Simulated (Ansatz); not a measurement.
The starting structures come from a database of crystals and need not be the phases stable at ambient conditions.

The decay constant κ of evanescent states in the gap governs leakage through a thin film.

Given:

```
SrTiO3
1.0
    5.41188     0.00000     0.00000
    0.00000     5.41188     0.00000
    2.70594    -2.70594     3.92263
Sr Ti O
2 2 6
Direct
  0.25000   0.25000   0.50000
  0.75000   0.75000   0.50000
  0.00000   0.00000   0.00000
  0.50000   0.50000   0.00000
  0.22904   0.27096   0.00000
  0.77096   0.72904   0.00000
  0.72904   0.22904   0.00000
  0.27096   0.77096   0.00000
  0.25000   0.75000   0.50000
  0.75000   0.25000   0.50000
```

Space group of this cell: I4/mcm. The cell is strained (lengths across the current scaled by 0.98, ions clamped); by r2SCAN its mean pressure is 7.5 GPa.

Transport runs along the normal of the first two printed cell vectors, the (001) (indices of the unstrained crystal) plane of the conventional cell.

No gap correction and no spin-orbit coupling; mid-gap values are interpolated between computed energies.

**Question.** Predict the band gap and the smallest decay constant κ at mid-gap from Ansatz (a quantum-chemistry and plane-wave program) with r2SCAN.

**Answer.** Gap 2.43 eV on a 8×8×8 mesh; κ = 0.260 1/Å, at the zone centre.
